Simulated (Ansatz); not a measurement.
Response to strain in W

Take W in the bcc (W type) structure (space group Im-3m, No. 229; a = 3.169 Å; relaxed with 0.1 eV smearing) as the base. Axes: x, y, z lie along the cube axes.

Strains are applied to the cell and any free atomic positions relax; under stress the whole cell relaxes.

All numbers come from Ansatz (a program for electronic structure) r2SCAN, no spin-orbit coupling.

Candidates:
(a) isotropic strain −2.54 %
(b) uniaxial strain ε_zz = −4.35 %
(c) uniaxial stress, 2 GPa compression along x
(d) strain tensor (xx, yy, zz, yz, xz, xy) = (−0.71, −2.24, +0.30, −0.13, +0.05, +0.09) %
(e) uniaxial strain ε_zz = +2.54 %

Notes on the quantities. energy relative to the base: free energy F.

**Question.** Order them by energy relative to the base, highest first.

**Answer.** (a) isotropic strain −2.54 % (+100 meV/atom), (b) uniaxial strain ε_zz = −4.35 % (+57 meV/atom), (d) strain tensor (xx, yy, zz, yz, xz, xy) = (−0.71, −2.24, +0.30, −0.13, +0.05, +0.09) % (+18 meV/atom), (e) uniaxial strain ε_zz = +2.54 % (+17 meV/atom), (c) uniaxial stress, 2 GPa compression along x (+0.4 meV/atom)

Beyond what the load breaks, stability against distortions was not tested. The final runs are not spin-polarised.
